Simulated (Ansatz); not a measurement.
Checking a run of Ansatz (an electronic-structure program) on SiNi2 (Pnma, 12 atoms in the cell). The aim is a self-consistent single point with DFT, PBE, plane waves, default PAW files.

Cell that was meant: a = 4.8707 Å, b = 3.6311 Å, c = 6.8620 Å, α = 90.00°, β = 90.00°, γ = 90.00°.

Part of the input:

Ansatz 0.2 input:
```yaml
    - { symbol: Ni, position_ang: [0.85237933, 0.90777300, 2.99868657], spin: 2.0 }
    - { symbol: Ni, position_ang: [3.28774883, 0.90777300, 0.43230493], spin: 2.0 }
    - { symbol: Ni, position_ang: [1.58299018, 2.72331900, 6.42967807], spin: 2.0 }
basis:
  ecutwfc: 65.0
kpoints:
  mp_grid: { grid: [4, 6, 3], shift: [0.5, 0.5, 0.5] }
hamiltonian:
```

Output (repeated stretches shortened):

```
   [... lines left out ...]
Symmetry: 8 space group operations
Space group: Pnma (ITA 62), of the structure as read, at distance tolerance 5.0e-5 Å
Magnetic group: BNS 62.441 (UNI 539), of the structure as read, at distance tolerance 5.0e-5 Å
k-points: 12 of 72
Initial density: superposition of atomic densities (chi_scale 0.1, normalization cell)
Starting moments: Σ|m| = 16 μB on 8 of 12 sites
Initial wavefunctions: pseudopotential atomic-orbital guess
Eigensolver: davidson
Functional: x = pbe(κ = 0.804, μ = 0.2195149727645171), c = pbe(β = 0.06672455060314922)
SCF iter   1: F=—  HF=-46604.963982 eV  |F-HF|=—  |Δ(HF+E_count)|=         —  Δρ=1.82e0 (↑1.82e0 ↓1.36e0)  dr2=7.71e3  dr2_m=6.36e1  M=0.131 μB ∫|m|=0.190 μB  β_m=0.30  ethr=3.10e-3  ⟨swp⟩=1.0  Hψ=3454  notcnv=0
Mixer restart at iter 1: flushing history
all-band conjugate gradients solve this SCF's bands
preconditioner: auto → none
   [... lines left out ...]
SCF iter  16: F=—  HF=-39293.993401 eV  |F-HF|=—  |Δ(HF+E_count)|=   1.35e-8  Δρ=6.58e-7 (↑5.94e-7 ↓6.58e-7)  dr2=1.73e-9  dr2_m=6.42e-11  M=-0.000 μB ∫|m|=0.000 μB  β_m=1.00  ethr=1.11e-11  ⟨swp⟩=2.9  Hψ=3587  notcnv=0  defer=322
SCF iter  17: F=-39293.993401 eV  HF=-39293.993401 eV  |F-HF|=6.62e-10  |Δ(HF+E_count)|=   7.67e-9  Δρ=3.25e-7 (↑3.25e-7 ↓3.22e-7)  dr2=7.75e-10  dr2_m=4.26e-12  M=0.000 μB ∫|m|=0.000 μB  ethr=1.08e-12  ⟨swp⟩=12.4  Hψ=13362  notcnv=0
SCF 1 converged in 17 iterations: F = -39293.993401 eV  dr2 = 7.75e-10
WARN: the starting moments were not kept: the SCF closed with an absolute magnetisation of 1.7e-6 μB, where they sum to 16 μB in size (8 sites) …
   [... lines left out ...]
Absolute magnetization: 0.0000 μB (∫|ρ↑−ρ↓|, with the PAW one-centre terms)
Free energy (F): -39293.993401 eV
Fermi energy:    41.943223 eV
   [... lines left out ...]
--- Stress (GPa, compression-positive) ---
   -11653.534211       0.000000       0.000000
        0.000000  -11607.128606       0.000000
        0.000000       0.000000  -11625.542612
  P = ⅓ Tr σ = -11628.7351 GPa (-116287.351 kbar)
  The stress holds no Pulay correction (an occupied level lies too near the plane-wave cutoff): it is that at fixed plane waves, as pw.x and ABINIT print it
```

Is anything amiss in this input, and did it matter?

The run is not sound. The fault is a basis or grid far too coarse for these potentials. Far below the cutoff that the potentials were made for, the basis cannot represent the orbitals near the nuclei, and energies, forces and above all the stress go wrong. To fix it, restore the cutoff that the potentials need and check convergence. The run converged in 17 iterations without an error; against the sound input the free energy goes up by 831 eV/atom, the pressure goes from 22.31 to -11630 GPa and the largest force goes from 0.457 to 23.69 eV/Å.

An input that runs soundly differs in these lines (not the only fix; some lines may just follow from the change or write a value another way):
```diff
-basis:
-  ecutwfc: 65.0
```

With that input, the run converged in 14 iterations: free energy E − TS (on the zero of these files) -49266.9034 eV; Fermi level (on the code's own zero) 18.92 eV; pressure 22.31 GPa; largest force (vector length) 0.457 eV/Å; size of the cell's spin moment 0.00 μB (DFT, PBE, plane waves, default PAW files).

On the sound input: the starting cell comes from a database of published, mostly measured structures (it also holds non-ambient and calculated ones), without a prior relaxation at this level. Its lattice was rescaled by a random factor within 2.5 % of one. The starting moments vanished: the run ended non-magnetic, which need not be the lowest state. The program warned that a starting moment was not kept. With a pressure of about 22 GPa the cell is away from its equilibrium volume at this level. Ansatz's pressure includes its estimate of the finite-basis (Pulay) stress.
